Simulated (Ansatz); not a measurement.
Start from Zr₂N in the anti-rutile structure (space group P4_2/mnm, No. 136; a cell from a computed database, its experimental status unchecked).

```
CELL_PARAMETERS angstrom
      5.36783     0.00000     0.00000
      0.00000     5.36783     0.00000
      0.00000     0.00000     3.27391
ATOMIC_POSITIONS crystal
  Zr 0.29610 0.29610 0.00000
  Zr 0.70390 0.70390 0.00000
  Zr 0.20390 0.79610 0.50000
  Zr 0.79610 0.20390 0.50000
  N  0.00000 0.00000 0.00000
  N  0.50000 0.50000 0.50000
```

Cartesian axes are those of the cell as printed.

Level of theory: PBEsol (Ansatz, a program for electronic structure; PAW; 420 eV plane waves; no spin-orbit coupling).

Before the change:

The pressure is 0.0 GPa.

One thing is altered: uniaxial strain ε_zz = +0.75 %, all other strain components held at zero, atoms relaxed at fixed cell.

**Question.** What does the calculation give for the energy relative to the base after the change?

**Answer.** The energy increases by 1.0 meV/atom.

**Question.** What does the calculation give for the pressure after the change?

**Answer.** The pressure (mean of the normal stresses, compression positive) goes from zero to -1.4 GPa.

Without a gap, meshes like the base's 9×9×14 leave anisotropic stresses uncertain by several tenths of a GPa, and small strain energies with them. No phonon test of stability was made. The final runs are not spin-polarised.
